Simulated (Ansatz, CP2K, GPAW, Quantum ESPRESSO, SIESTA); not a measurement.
**Code comparison for BiO (R3m, 2 atoms in the cell)**

Self-consistent single point.

```
BiO
1.0
    1.99990     1.15464     3.12233
   -1.99990     1.15464     3.12233
    0.00000    -2.30929     3.12233
Bi O
1 1
Direct
  0.00727   0.00727   0.00727
  0.26772   0.26772   0.26772
```

All programs got the same cell, k-point mesh and kind of occupations (in Ansatz's words: kpoints.mp_grid.grid = 10 10 10; scf.occupations.method = fermi_dirac; scf.occupations.width = 0.1 eV); potentials, basis and cutoffs are each program's usual ones.

```csv
code,model,pressure (GPa),largest force (eV/Å),k-points,cutoff
Quantum ESPRESSO,"PBEsol, PseudoDojo standard norm-conserving (PBESOL) pseudopotentials",-3.04,0.027,116,85 Ry
Ansatz,"PBEsol, PAW files made with PBE",-3.10,0.026,116,420 eV
GPAW,"PBEsol, GPAW PAW datasets PBEsol (made by gpaw-setup)",–,0.026,116,900 eV
SIESTA,"GGA PBEsol, numerical atomic orbitals TZP, PseudoDojo PBEsol standard norm-conserving potentials (rewritten from UPF to PSML)",-3.52,0.044,560,grid 400 Ry
CP2K,"PBEsol, GPW, DZVP-MOLOPT-SR-GTH basis, GTH-PBE potentials (GTH_POTENTIALS)",0.97,0.043,504,grid 450 Ry
```

A dash marks a value that a program does not give, or that is left out as unsure.

The spread over the programs that give each value: pressure within 4.49 GPa; largest force within 0.018 eV/Å.

The starting cell comes from a database of computed structures (which also holds hypothetical and non-ambient phases and stackings), without a prior relaxation at this level. On Ansatz's run: Spin-orbit coupling is off.

Q: Why do the programs differ, and what cannot be compared?

A: Differences of this kind can come from the potentials, where these differ, and from what each basis and cutoff leave unconverged. The valence holds different numbers of electrons (Quantum ESPRESSO 21, Ansatz (a first-principles code) 21, GPAW 21, SIESTA 21, CP2K 11). The zero of total energies and Fermi levels follows the potentials and each program's conventions, so they are not compared here. SIESTA and CP2K use small atom-centred bases, whose incompleteness enters pressures, forces and empty levels differently from a plane-wave cutoff. Ansatz's pressure is given at a fixed set of plane waves, as the other plane-wave codes print theirs; with its correction for the finite basis it is -2.93 GPa. The pressure of GPAW is left out: its cutoff lies under the one at which its stress was checked. The programs reduce the same mesh by symmetry to different extents, which changes the work and not the result. In the pressure, CP2K (by 4.04) lies more than 1 GPa from the median of the plane-wave programs.

Left out of this page: ABINIT (with a known weakness of the program); FLEUR (not drawn, or without a comparable value).

Keys are those of Ansatz 0.2.
